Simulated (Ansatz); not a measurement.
Input and output of a self-consistent single point for CaMgNi₄ (R3m, 6 atoms in the cell) (Ansatz, a program for electronic structure).

Computed with LDA (PW92), default PAW files made with PBE (plane waves; Ansatz).

```xyz
6
Lattice="0.0000 3.4825 3.4825 3.4825 0.0000 3.4825 3.4825 3.4825 0.0000" Properties=species:S:1:pos:R:3 pbc="T T T"
Ca     3.5114     3.5114     3.5114
Mg     5.2237     5.2237     5.2237
Ni     0.8641     0.8641     0.8641
Ni     0.8641     2.6184     2.6184
Ni     2.6184     2.6184     0.8641
Ni     2.6184     0.8641     2.6184
```
Moments meant for the start (each program seeds them in its own way; μB, in the order of the atoms Ca Mg Ni Ni Ni Ni): 0.0 0.0 2.0 2.0 2.0 2.0.

Reference input (self-consistent single point, DFT, LDA (PW92), plane waves, default PAW files made with PBE): basis.ecutwfc = 30.9 Ry; kpoints.mp_grid.grid = 6 6 6; hamiltonian.xc = lda; hamiltonian.pseudopotentials = {kind: paw} (the program's default PAW files); magnetization.spin_polarized = true; scf.occupations.method = fermi_dirac; scf.occupations.width = 0.0073 Ry. This run's input differs from it in these lines:

Ansatz 0.2 input:
```diff
@@ -15,3 +15,3 @@
 kpoints:
-  mp_grid: { grid: [6, 6, 6] }
+  mp_grid: { grid: [7, 7, 7] }
 hamiltonian:
```

The program printed (abridged):

```
SCF iter   1: F=—  HF=-26770.492839 eV  |F-HF|=—  |Δ(HF+E_count)|=         —  Δρ=1.97e-1 (↑1.97e-1 ↓6.92e-2)  dr2=1.36e1  dr2_m=1.28e1  M=2.410 μB ∫|m|=2.899 μB  β_m=0.30  ethr=3.10e-3  ⟨swp⟩=8.4  Hψ=23507  notcnv=0  defer=49
Mixer restart at iter 1: flushing history
all-band conjugate gradients solve this SCF's bands
preconditioner: auto → Kerker (q_TF=auto, 2.767 Å⁻¹)
   [... lines left out ...]
SCF iter  15: F=—  HF=-26769.048350 eV  |F-HF|=—  |Δ(HF+E_count)|=   2.68e-8  Δρ=1.67e-6 (↑1.67e-6 ↓1.65e-6)  dr2=6.55e-9  dr2_m=2.27e-12  M=0.000 μB ∫|m|=0.000 μB  β_m=0.90  ethr=7.98e-11  ⟨swp⟩=2.0  Hψ=7102  notcnv=0  defer=472
SCF iter  16: F=-26769.048350 eV  HF=-26769.048350 eV  |F-HF|=3.20e-8  |Δ(HF+E_count)|=   1.98e-9  Δρ=3.46e-6 (↑3.46e-6 ↓3.45e-6)  dr2=3.38e-8  dr2_m=8.37e-13  M=-0.000 μB ∫|m|=0.000 μB  ethr=7.12e-12  ⟨swp⟩=8.5  Hψ=20231  notcnv=0
SCF 1 converged in 16 iterations: F = -26769.048350 eV  dr2 = 3.38e-8
WARN: the starting moments were not kept: the SCF closed with an absolute magnetisation of 4.8e-6 μB, where they sum to 8 μB in size (4 sites) …
Magnetization: -0.0000 μB (46.0000 up, 46.0000 down)
   [... lines left out ...]
Absolute magnetization: 0.0000 μB (∫|ρ↑−ρ↓|, with the PAW one-centre terms)
Free energy (F): -26769.048350 eV
Fermi energy:    13.015959 eV
   [... lines left out ...]
  atom   6  Ni     0.01225789     0.07959356     0.01225789
--- Stress (GPa, compression-positive) ---
       -7.567654       0.114696       0.114696
        0.114696      -7.567654       0.114696
        0.114696       0.114696      -7.567654
  P = ⅓ Tr σ = -7.5677 GPa (-75.677 kbar)
  The stress holds the Pulay correction. Without it, at fixed plane waves, as pw.x and ABINIT print it: P = -7.6210 GPa
```

The run converged in 16 iterations. Against the reference run the free energy goes down by 2.7 meV/atom, the pressure moves little (-7.52 to -7.57 GPa) and the largest force moves little (0.345 to 0.346 eV/Å).

The starting cell comes from a database of computed structures (which also holds hypothetical and non-ambient phases and stackings), without a prior relaxation at this level. Its lattice was rescaled by up to half a per cent. One atom was moved a little off its site on purpose. The starting moments vanished: the run ended non-magnetic, which need not be the lowest state. The program warned that a starting moment was not kept. With a pressure of about -8 GPa the cell is away from its equilibrium volume at this level. Ansatz's pressure includes its estimate of the finite-basis (Pulay) stress.

Cost on one core of a shared machine: roughly 80 s.
